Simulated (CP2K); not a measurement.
Input and output of a self-consistent single point for YAlSi (Cmcm, 6 atoms in the cell) (CP2K).

Level of theory: LDA (Pade form), GPW, DZVP-MOLOPT-SR-GTH basis, GTH-PADE potentials (GTH_POTENTIALS) in CP2K.

```xyz
6
Lattice="5.5392 0.0000 0.0000 -4.1091 3.7145 0.0000 0.0000 0.0000 5.7050" Properties=species:S:1:pos:R:3 pbc="T T T"
Y     -1.1645     2.5808     1.4263
Y      2.5945     1.1337     4.2788
Al     0.0000     0.0000     2.8525
Al     0.0000     0.0000     0.0000
Si    -0.2335     2.2224     4.2788
Si     1.6635     1.4921     1.4263
```

Reference input (self-consistent single point, DFT PBEsol, GPW, DZVP-MOLOPT-SR-GTH basis, GTH-PBE potentials (GTH_POTENTIALS)): CUTOFF = 500 Ry; REL_CUTOFF = 50 Ry; SMEAR/METHOD = FERMI_DIRAC; ELECTRONIC_TEMPERATURE = 1160.45 K; KPOINTS/SCHEME = MONKHORST-PACK 6 6 4; GAMMA_CENTERED = T; XC_FUNCTIONAL = PBE:PBESOL; Y/BASIS_SET = DZVP-MOLOPT-SR-GTH; Y/POTENTIAL = GTH-PBE-q11; Al/BASIS_SET = DZVP-MOLOPT-SR-GTH; Al/POTENTIAL = GTH-PBE-q3; Si/BASIS_SET = DZVP-MOLOPT-SR-GTH. This run's input differs from it in these lines:

```diff
@@ -44,6 +44,3 @@
     &XC
-      &XC_FUNCTIONAL
-        &PBE
-          PARAMETRIZATION PBESOL
-        &END PBE
+      &XC_FUNCTIONAL PADE
       &END XC_FUNCTIONAL
@@ -82,3 +79,3 @@
       BASIS_SET DZVP-MOLOPT-SR-GTH
-      POTENTIAL GTH-PBE-q11
+      POTENTIAL GTH-PADE-q11
     &END KIND
@@ -86,3 +83,3 @@
       BASIS_SET DZVP-MOLOPT-SR-GTH
-      POTENTIAL GTH-PBE-q3
+      POTENTIAL GTH-PADE-q3
     &END KIND
@@ -90,3 +87,3 @@
       BASIS_SET DZVP-MOLOPT-SR-GTH
-      POTENTIAL GTH-PBE-q4
+      POTENTIAL GTH-PADE-q4
     &END KIND
```

The program printed (abridged):

```
 SCF WAVEFUNCTION OPTIMIZATION

  Step     Update method      Time    Convergence         Total energy    Change
     1 NoMix/Diag. 0.20E+00      -     1.53137382       -90.0443051331 -9.00E+01
     2 Broy./Diag. 0.20E+00      -     0.00912813       -89.8538906455  1.90E-01
     3 Broy./Diag. 0.20E+00      -     0.07287049       -89.1357423687  7.18E-01
     4 Broy./Diag. 0.20E+00      -     0.00167927       -89.0354320786  1.00E-01
     5 Broy./Diag. 0.20E+00      -     0.00392447       -89.0321501764  3.28E-03
     6 Broy./Diag. 0.20E+00      -     0.00021819       -89.0340954994 -1.95E-03
   [... 4 lines left out ...]
    11 Broy./Diag. 0.20E+00      -     0.00001152       -89.0295491714 -3.48E-04
    12 Broy./Diag. 0.20E+00      -     0.00000112       -89.0295502176 -1.05E-06
    13 Broy./Diag. 0.20E+00      -     0.00000333       -89.0295437392  6.48E-06
    14 Broy./Diag. 0.20E+00      -     0.00000019       -89.0295317220  1.20E-05
  *** SCF run converged in    14 steps ***

  Overlap energy of the core charge distribution:               0.00000000000003
  Self energy of the core charge distribution:               -175.51964938887616
  Core Hamiltonian energy:                                     37.90790990364685
  Hartree energy:                                              62.69481879973129
  Exchange-correlation energy:                                -14.11051340087127
  Electronic entropic energy:                                  -0.00209763547401
  Fermi energy:                                                 0.30460989356723

  Total energy:                                               -89.02953172202541
  Total energy (extrapolated to T->0):                        -89.02848290428841

                     Mulliken Population Analysis

   [... lines left out ...]

 STRESS| Analytical stress tensor [bar]
 STRESS|                        x                   y                   z
 STRESS|      x       -5.10770524945E+04   5.23912474128E+03   4.19731227625E-02
 STRESS|      y        5.23912474128E+03  -3.94863855079E+04  -1.05974232756E-01
 STRESS|      z        4.19731227625E-02  -1.05974232756E-01  -4.57455824881E+04
 STRESS| 1/3 Trace                                            -4.54363401635E+04
```

The run converged in 14 iterations. Against the reference run the pressure goes from -0.96 to -4.54 GPa and the largest force goes from 0.166 to 0.151 eV/Å.

The starting cell comes from a database of computed structures (which also holds hypothetical and non-ambient phases and stackings), without a prior relaxation at this level. Values carry the incompleteness of an atom-centred basis. With a pressure of about -5 GPa the cell is away from its equilibrium volume at this level.

Cost on one core of a shared machine: roughly 70 s.
